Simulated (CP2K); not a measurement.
## A self-consistent single point of CdPd3 (I4/mmm, 4 atoms in the cell) with CP2K

Method of the run: PBEsol, GPW, DZVP-MOLOPT-SR-GTH basis, GTH-PBE potentials (GTH_POTENTIALS) (CP2K).

Input:

```
&GLOBAL
  PROJECT run
  RUN_TYPE ENERGY_FORCE
  PRINT_LEVEL LOW
&END GLOBAL
&FORCE_EVAL
  METHOD Quickstep
  STRESS_TENSOR ANALYTICAL
  &DFT
    BASIS_SET_FILE_NAME BASIS_MOLOPT
    POTENTIAL_FILE_NAME GTH_POTENTIALS
    &QS
      METHOD GPW
      EPS_DEFAULT 1E-10
    &END QS
    &MGRID
      CUTOFF 500
      REL_CUTOFF 40
      NGRIDS 5
    &END MGRID
    &SCF
      SCF_GUESS ATOMIC
      EPS_SCF 1E-7
      MAX_SCF 100
      ADDED_MOS 11
      &DIAGONALIZATION
        ALGORITHM STANDARD
      &END DIAGONALIZATION
      &MIXING
        METHOD BROYDEN_MIXING
        ALPHA 0.3
        NBUFFER 12
      &END MIXING
      &SMEAR ON
        METHOD FERMI_DIRAC
        ELECTRONIC_TEMPERATURE [K] 1160.45
      &END SMEAR
    &END SCF
    &KPOINTS
      SCHEME MONKHORST-PACK 8 8 8
      GAMMA_CENTERED T
    &END KPOINTS
    &XC
      &XC_FUNCTIONAL
        &PBE
          PARAMETRIZATION PBESOL
        &END PBE
      &END XC_FUNCTIONAL
    &END XC
    &PRINT
      &MO
        EIGENVALUES T
        OCCUPATION_NUMBERS T
        NDIGITS 8
        FILENAME mo
        &EACH
          QS_SCF 0
        &END EACH
        ADD_LAST NUMERIC
      &END MO
      &MULLIKEN OFF
      &END MULLIKEN
    &END PRINT
  &END DFT
  &SUBSYS
    &CELL
      A 4.76571200 0.00000000 0.00000000
      B 1.55715300 4.50414100 0.00000000
      C -3.16143200 -2.25207100 2.76505600
      PERIODIC XYZ
    &END CELL
    &COORD
      SCALED
      Cd       0.00000000     0.00000000     0.00000000
      Pd       0.75000000     0.25000000     0.50000000
      Pd       0.25000000     0.75000000     0.50000000
      Pd       0.50000000     0.50000000     0.00000000
    &END COORD
    &KIND Cd
      BASIS_SET DZVP-MOLOPT-SR-GTH
      POTENTIAL GTH-PBE-q12
    &END KIND
    &KIND Pd
      BASIS_SET DZVP-MOLOPT-SR-GTH
      POTENTIAL GTH-PBE-q18
    &END KIND
  &END SUBSYS
  &PRINT
    &FORCES ON
    &END FORCES
    &STRESS_TENSOR ON
    &END STRESS_TENSOR
  &END PRINT
&END FORCE_EVAL
```

Output (repeated stretches shortened):

```
 GLOBAL| Method name                                                        CP2K
 GLOBAL| Project name                                                        run
 GLOBAL| Run type                                                   ENERGY_FORCE

 TOTAL NUMBERS AND MAXIMUM NUMBERS

  Total number of            - Atomic kinds:                                   2
                             - Atoms:                                          4
                             - Shell sets:                                     4
                             - Shells:                                        28
                             - Primitive Cartesian functions:                 23
                             - Cartesian basis functions:                    120
                             - Spherical basis functions:                    100

  Maximum angular momentum of- Orbital basis functions:                        3
                             - Local part of the GTH pseudopotential:          2
                             - Non-local part of the GTH pseudopotential:      4

 SCF PARAMETERS         Density guess:                                    ATOMIC
                        max_scf:                                             100
                        max_diis:                                              4
                        eps_scf:                                        1.00E-07
                        eps_diis:                                       1.00E-01
                        eps_eigval:                                     1.00E-05
                        level_shift [a.u.]:                             0.000000
                        added MOs                                        11    0
                        Mixing method:                            BROYDEN_MIXING
                                                charge density mixing in g-space
                        Smear method:                                FERMI_DIRAC
                        Electronic temperature [K]:                       1160.5
                        Electronic temperature [a.u.]:                  3.67E-03
                        Accuracy threshold:                             1.00E-10
                        No outer SCF

 Extrapolation method: initial_guess

 Number of electrons:                                                         66
 Number of occupied orbitals:                                                 33
 Number of molecular orbitals:                                                44

 Number of orbital functions:                                                100
 Number of independent orbital functions:                                    100

 SCF WAVEFUNCTION OPTIMIZATION

  Step     Update method      Time    Convergence         Total energy    Change
     1 NoMix/Diag. 0.30E+00      -     0.92586483      -428.1794547230 -4.28E+02
     2 Broy./Diag. 0.30E+00      -     0.23638379      -435.1117393464 -6.93E+00
     3 Broy./Diag. 0.30E+00      -     0.06715339      -428.3692689273  6.74E+00
     4 Broy./Diag. 0.30E+00      -     0.04104832      -427.3193814611  1.05E+00
     5 Broy./Diag. 0.30E+00      -     0.01237443      -427.2126195682  1.07E-01
     6 Broy./Diag. 0.30E+00      -     0.00778527      -427.3272936085 -1.15E-01
     7 Broy./Diag. 0.30E+00      -     0.00192213      -427.3610269635 -3.37E-02
     8 Broy./Diag. 0.30E+00      -     0.00014341      -427.3736296902 -1.26E-02
     9 Broy./Diag. 0.30E+00      -     0.00005626      -427.3727723338  8.57E-04
    10 Broy./Diag. 0.30E+00      -     0.00001104      -427.3726411459  1.31E-04
    11 Broy./Diag. 0.30E+00      -     0.00000160      -427.3725332298  1.08E-04
    12 Broy./Diag. 0.30E+00      -     0.00000061      -427.3725515591 -1.83E-05
    13 Broy./Diag. 0.30E+00      -     0.00000007      -427.3725480311  3.53E-06

  *** SCF run converged in    13 steps ***

  Electronic density on regular grids:        -65.9999999970        0.0000000030
  Core density on regular grids:               65.9999999967       -0.0000000033
  Total charge density on r-space grids:       -0.0000000004
  Total charge density g-space grids:          -0.0000000004

  Overlap energy of the core charge distribution:               0.00000000001501
  Self energy of the core charge distribution:               -742.62861280995583
  Core Hamiltonian energy:                                    182.39481988186992
  Hartree energy:                                             177.00401215408885
  Exchange-correlation energy:                                -44.13895312861059
  Electronic entropic energy:                                  -0.00381412829301
  Fermi energy:                                                 0.51095597069571

  Total energy:                                              -427.37254803112012
  Total energy (extrapolated to T->0):                       -427.37064096697361

 ENERGY| Total FORCE_EVAL ( QS ) energy [hartree]           -427.372550028089734

 FORCES| Atomic forces [hartree/bohr]
 FORCES|   Atom     x               y               z               |f|
 FORCES|      1  7.07859737E-13 -9.73760410E-13  3.34490277E-10   3.34492443E-10
 FORCES|      2 -2.65357761E-07  3.67147557E-07 -1.04696658E-08   4.53124358E-07
 FORCES|      3  2.65359636E-07 -3.67146813E-07  8.93777792E-09   4.53092047E-07
 FORCES|      4 -1.49564875E-12 -6.99526754E-13  1.36787198E-09   1.36787297E-09
 FORCES| Sum     1.08743709E-12 -9.29955160E-13  1.70474381E-10
 FORCES| Total atomic force                                       1.70480385E-10

 STRESS| Analytical stress tensor [bar]
 STRESS|                        x                   y                   z
 STRESS|      x        1.10075292497E+05   7.22722428613E+02   1.49339956919E+01
 STRESS|      y        7.22722428613E+02   1.09575465607E+05   1.07652771922E+01
 STRESS|      z        1.49339956919E+01   1.07652771922E+01   1.09072636169E+05
 STRESS| 1/3 Trace                                             1.09574464757E+05
```

The run converged in 13 iterations.

The starting cell comes from a database of computed structures (which also holds hypothetical and non-ambient phases and stackings), without a prior relaxation at this level. Its lattice was rescaled by a random factor within 2.5 % of one. Spin polarisation is off. Values carry the incompleteness of an atom-centred basis. The potentials were made for another functional than the one used. With a pressure of about 11 GPa the cell is away from its equilibrium volume at this level.

Cost on one core of a shared machine: roughly 3 min.
